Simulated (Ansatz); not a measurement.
Mo (Im-3m), PBEsol, DFPT electron-phonon coupling, linearised Boltzmann equation (Ansatz, an electronic-structure program): Condition of this run: hydrostatic pressure 15 GPa (the target of the relaxation). phonon-limited resistivity 4.49 μΩ·cm at 300 K, 6.25 μΩ·cm at 400 K, current-weighted mean free path 13.9 nm, Drude plasma energy 9.34 eV.

### Question
What temperature coefficient of resistance follows, and how does it compare with 1/T?

### Answer
(ρ₄₀₀ − ρ₃₀₀)/(100 K × ρ₃₀₀) = 3.92×10⁻³ K⁻¹, against 1/T = 3.33×10⁻³ K⁻¹ for a resistivity proportional to T. It lies higher because phonons are still being populated at 300 K; impurities would add a constant and lower it.

### Question
What is the classical skin depth at 100 GHz (nonmagnetic, μ₀ = 1.257×10⁻⁶ H/m)?

### Answer
δ = √(ρ/(π f μ₀)) = 337 nm.

### Question
What Drude relaxation time do resistivity and plasma energy imply?

### Answer
ω_p = 1.42e16 s⁻¹, so τ = 1/(ε₀ ω_p² ρ) = 12.5 fs, a damping ħ/τ of 52.7 meV.

A metal at this level (no band gap). Only scattering by harmonic phonons is included (no impurities, grain boundaries, electron-electron scattering or thermal expansion). Spin-orbit coupling is left out. The squared frequency of the phonon mode least converged on the k mesh is uncertain by about 38 %. The run warned that the eigensolver left some states short of its tolerance. Halving the electron mesh (40x40x40) moves the resistivity by up to 3 % at 300 K, the mean free path by up to 3 %. Smearing 0.20 eV; phonons on a 6x6x6 q mesh, which this run doesn't test.
